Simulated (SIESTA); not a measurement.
## Input and output of a self-consistent single point for TiTe (P6_3/mmc, 4 atoms in the cell) (SIESTA)

Method: SIESTA with GGA PBEsol, numerical atomic orbitals DZP, PseudoDojo PBEsol standard norm-conserving potentials (rewritten from UPF to PSML).

The input file:

```
# files in the folder: Ti.psml Te.psml (PseudoDojo PBEsol standard)
SystemName  TiTe
SystemLabel siesta

NumberOfAtoms                4
NumberOfSpecies              2
%block ChemicalSpeciesLabel
  1 22 Ti
  2 52 Te
%endblock ChemicalSpeciesLabel
LatticeConstant              1.0 Ang
%block LatticeVectors
     3.591251000    0.000000000    0.000000000
    -1.795626000    3.110115000    0.000000000
     0.000000000    0.000000000    7.143596000
%endblock LatticeVectors
AtomicCoordinatesFormat      ScaledCartesian
%block AtomicCoordinatesAndAtomicSpecies
     0.000000000    0.000000000    3.571798000  1
     0.000000000    0.000000000    0.000000000  1
     1.795627129    1.036703963    1.785899000  2
    -0.000002129    2.073411037    5.357697000  2
%endblock AtomicCoordinatesAndAtomicSpecies

XC.functional                GGA
XC.authors                   PBEsol
PAO.BasisSize                DZP
PAO.EnergyShift              0.01 Ry
MeshCutoff                   400 Ry
%block kgrid.MonkhorstPack
    7   0   0  0.0
    0   7   0  0.0
    0   0   3  0.0
%endblock kgrid.MonkhorstPack
OccupationFunction           FD
ElectronicTemperature        1160.45 K

MaxSCFIterations             150
SCF.Mixer.Method             Broyden
SCF.Mixer.Weight             0.2
SCF.Mixer.History            6
SCF.DM.Tolerance             1.0E-05
Diag.ParallelOverK           true
WriteForces                  true
```

The program printed (abridged):

```
reinit: Reading from file input.fdf

reinit: System Name: TiTe
reinit: System Label: siesta

coor:   Atomic-coordinates input format  =     Cartesian coordinates
coor:                                          (in units of alat)

siesta: Atomic coordinates (Bohr) and species
siesta:      0.00000   0.00000   6.74972  1        1
siesta:      0.00000   0.00000   0.00000  1        2
siesta:      3.39324   1.95909   3.37486  2        3
siesta:     -0.00000   3.91818  10.12458  2        4

siesta: System type = bulk

initatomlists: Number of atoms, orbitals, and projectors:      4    74   102

siesta: ******************** Simulation parameters ****************************
redata: Spin configuration                          = none
redata: Time-Reversal Symmetry                      = T
redata: Number of Atomic Species                    =        2
redata: Mesh Cutoff                                 =   400.0000 Ry
redata: Net charge of the system                    =     0.0000 |e|
redata: Min. number of SCF Iter                     =        0
redata: Max. number of SCF Iter                     =      150
redata: SCF convergence failure will abort job
redata: SCF mix quantity                            = Hamiltonian
redata: Mix DM or H after convergence               =   F
redata: Recompute H after scf cycle                 =   F
redata: Mix DM in first SCF step                    =   T
redata: No kicks to SCF
redata: DM Mixing Weight for Kicks                  =     0.5000
redata: Require Harris convergence for SCF          =   F
redata: Harris energy tolerance for SCF             =     0.000100 eV
redata: Require DM convergence for SCF              =   T
redata: DM tolerance for SCF                        =     0.000010
redata: Require EDM convergence for SCF             =   F
redata: EDM tolerance for SCF                       =     0.001000 eV
redata: Require H convergence for SCF               =   T
redata: Hamiltonian tolerance for SCF               =     0.001000 eV
redata: Require (free) Energy convergence for SCF   =   F
redata: (free) Energy tolerance for SCF             =     0.000100 eV
redata: Using DFT-D3 dispersion                     =   F
redata: Using Saved Data (generic)                  =   F
redata: Method of Calculation                       = Diagonalization
redata: Electronic Temperature                      =  1160.4500 K
redata: Number of TDED substeps                     =        3
redata: Dynamics option                             = Single-point calculation
redata: Save all siesta data in one NC              =   F
redata: ***********************************************************************

%block SCF.Mixers
  Broyden
%endblock SCF.Mixers

%block SCF.Mixer.Broyden
  # Mixing method
  method broyden

  # Mixing options
  weight 0.2000
  weight.linear 0.2000
  weight.prime 0.2000
  history 6
%endblock SCF.Mixer.Broyden

DM_history_depth set to one: no extrapolation allowed by default for geometry relaxation
Size of DM history Fstack: 1
Total number of electrons:    56.000000
Total ionic charge:    56.000000

* ProcessorY, Blocksize:    1  64

* Orbital distribution balance (max,min):    74    74

 Kpoints in:           84 . Kpoints trimmed:           74

siesta: k-grid: Number of k-points = 74
siesta: k-points from Monkhorst-Pack grid
siesta: k-cutoff (effective) =    10.715 Ang
siesta: k-point supercell and displacements
siesta: k-grid:     7     0     0      0.000
siesta: k-grid:     0     7     0      0.000
siesta: k-grid:     0     0     3      0.000

diag: Algorithm                                     = D&C
diag: Parallel over k                               =   F
diag: Use parallel 2D distribution                  =   F
diag: Parallel block-size                           = 64
diag: Parallel distribution                         =     1 x     1
diag: Used triangular part                          = Lower
diag: Absolute tolerance                            =  0.100E-15
diag: Orthogonalization factor                      =  0.100E-05
diag: Memory factor                                 =  1.0000

superc: Internal auxiliary supercell:     7 x     7 x     3  =     147
superc: Number of atoms, orbitals, and projectors:    588  10878  14994

                        Single-point calculation

superc: Internal auxiliary supercell:     7 x     7 x     3  =     147
superc: Number of atoms, orbitals, and projectors:    588  10878  14994

outcell: Unit cell vectors (Ang):
        3.591251    0.000000    0.000000
       -1.795626    3.110115    0.000000
        0.000000    0.000000    7.143596

outcell: Cell vector modules (Ang)   :    3.591251    3.591252    7.143596
outcell: Cell angles (23,13,12) (deg):     90.0000     90.0000    120.0000
outcell: Cell volume (Ang**3)        :     79.7883
new_DM -- step:     1
Initializing Density Matrix...

Attempting to read DM from file... Failed...
DM filled with atomic data:

InitMesh: MESH = 40 x 40 x 90 = 144000
InitMesh: Mesh cutoff (required, used) =   400.000   438.685 Ry

stepf: Fermi-Dirac step function

        iscf     Eharris(eV)        E_KS(eV)     FreeEng(eV)     dDmax    Ef(eV) dHmax(eV)
   scf:    1    -8904.395957    -8917.980136    -8918.048769  1.578900 -3.016688  5.027483
   scf:    2    -8919.841891    -8919.133005    -8919.210120  0.120172 -3.453837  2.612573
   scf:    3    -8919.547087    -8919.369443    -8919.452473  0.039770 -3.648291  1.718615
   scf:    4    -8919.515096    -8919.459948    -8919.547897  0.047674 -3.734076  0.081937
   scf:    5    -8919.460115    -8919.460536    -8919.548674  0.005836 -3.750160  0.062824
   scf:    6    -8919.461950    -8919.461369    -8919.549075  0.004840 -3.738895  0.010416
   scf:    7    -8919.461457    -8919.461414    -8919.549076  0.000315 -3.737054  0.014721
   scf:    8    -8919.461376    -8919.461400    -8919.549091  0.000381 -3.738130  0.001774
   scf:    9    -8919.461415    -8919.461408    -8919.549092  0.000100 -3.737676  0.000471
   scf:   10    -8919.461412    -8919.461410    -8919.549092  0.000024 -3.737567  0.000184
   scf:   11    -8919.461411    -8919.461410    -8919.549092  0.000009 -3.737533  0.000292

SCF Convergence by DM+H criterion
max |DM_out - DM_in|         :     0.0000092528
max |H_out - H_in|      (eV) :     0.0002917315
SCF cycle converged after 11 iterations

Using DM_out to compute the final energy and forces

siesta: E_KS(eV) =            -8919.4614

siesta: E_KS - E_eggbox =     -8919.4614

siesta: Atomic forces (eV/Ang):
     1   -0.000000   -0.000000    0.000000
     2   -0.000000   -0.000000   -0.000000
     3    0.000031   -0.000016   -0.000061
     4   -0.000031    0.000016    0.000061
   Tot    0.000000    0.000000    0.000000
   Max    0.000061
   Res    0.000029    sqrt( Sum f_i^2 / 3N )
   Max    0.000061    constrained

Stress tensor Voigt[x,y,z,yz,xz,xy] (kbar):      -24.79      -24.60      -33.62        0.00       -0.00        0.16
(Free)E + p*V (eV/cell)    -8918.1711
Target enthalpy (eV/cell)    -8919.5491

siesta: Program's energy decomposition (eV):
siesta: Ebs     =     -1700.017498
siesta: Eions   =     11007.887251
siesta: Ena     =      1028.824429
siesta: Ekin    =      4385.347885
siesta: Enl     =     -1588.077780
siesta: Eso     =         0.000000
siesta: Edftu   =         0.000000
siesta: DEna    =        60.324347
siesta: DUscf   =         1.111467
siesta: DUext   =         0.000000
siesta: Ex      =     -1680.507420
siesta: Ec      =      -118.597089
siesta: Exc     =     -1799.104509
siesta: Eharris =     -8919.461411
siesta: Etot    =     -8919.461410
siesta: FreeEng =     -8919.549092

siesta: Stress tensor (static) (eV/Ang**3):
siesta:    -0.015472    0.000101   -0.000000
siesta:     0.000101   -0.015356    0.000000
siesta:    -0.000000    0.000000   -0.020982

siesta: Cell volume =         79.788278 Ang**3

siesta: Pressure (static):
siesta:                Solid            Molecule  Units
siesta:           0.00018810          0.00018808  Ry/Bohr**3
siesta:           0.01727017          0.01726897  eV/Ang**3
siesta:          27.66986761         27.66793478  kBar
```

The run converged in 11 iterations.

The starting cell comes from a database of computed structures (which also holds hypothetical and non-ambient phases and stackings), without a prior relaxation at this level. Its lattice was rescaled by a random factor within 2.5 % of one. Spin polarisation is off, so a magnetic state, if there is one, cannot be reached. Values carry the incompleteness of an atom-centred basis.

Cost on one core of a shared machine: roughly 70 s.
